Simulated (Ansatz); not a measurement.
We consider Yb (P6₃/mmc, No. 194, 2 atoms in the cell; start mp-141; another form than the element's usual one), described by LDA (Ansatz, an electronic-structure program, PAW).

Numerical settings: plane-wave cutoff 520 eV, 18×18×10 k mesh (along the axes of the cell as run), Fermi–Dirac smearing 0.05 eV, no spin polarisation, scalar-relativistic PAW data made under PBE.

Cell (relaxed at this level):

Space group P6₃/mmc (No. 194); a = b = 3.4519 Å, c = 5.6936 Å, α = β = 90.00°, γ = 120.00°

```csv
atom,site,symmetry,x,y,z
Yb,2c,-6m2,0.3333,0.6667,0.2500
```

What does this level give for the bulk modulus?


- bulk modulus: 24.5 GPa

Note: the run has no spin polarisation, so it can have missed a magnetic state; the bulk modulus is −V dP/dV from two relaxed cells at ±2 % in volume; the relaxation could not lower the start's symmetry, so the cell can be a saddle point above a distorted one; the 4f shell is treated without U or exact exchange, so its levels and filling can be wrong.

Spin–orbit coupling is not included.

Computed values are for the static lattice.

A start named mp-… is a Materials Project structure, which need not be a measured phase.
